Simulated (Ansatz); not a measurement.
# TiO2 under a change: Ti → Cr

Take TiO$_{2}$ in the rutile structure (space group P4_2/mnm, No. 136; a = 4.592 Å, c = 2.939 Å) as the base.

Perturbation: Cr takes the place of Ti on all its sites, then cell and atoms are relaxed.

The values are results of PBEsol, PAW, 420 eV (Ansatz, a quantum-chemistry and plane-wave program; without spin-orbit coupling), earlier PAW set, not measurements. Γ-centred 11×11×16 mesh, Fermi–Dirac width 0.05 eV, for the changed cell.

| quantity | base | changed | shift |
|---|---|---|---|
| volume per atom | 10.33 Å³ | 9.29 Å³ | -1.04 Å³ |
| density | 4.28 g/cm³ | 5.01 g/cm³ | +0.725 g/cm³ |
| lattice parameter a | 459.2 pm | 439.3 pm | -19.9 pm |
| c/a ratio | 0.640 | 0.657 | +0.017 |
| space group | P4_2/mnm (No. 136) | P4_2/mnm (No. 136) | – |
| shortest interatomic distance | 194.2 pm | 188.4 pm | -5.8 pm |
| band gap | 1.87 eV | zero | – |
| magnetic state | not spin-polarised | ferromagnetic | – |
| largest site moment | 0.00 μB | 1.70 μB | +1.70 μB |

No phonon test of stability was made. No Hubbard U is applied and the magnetic state is the run's own (CrO2 ferromagnetic); small cells can't hold the antiferromagnetic order that many such compounds have, so gaps and moments can be off. Spin-polarised in the final run: CrO2; the other runs are not.
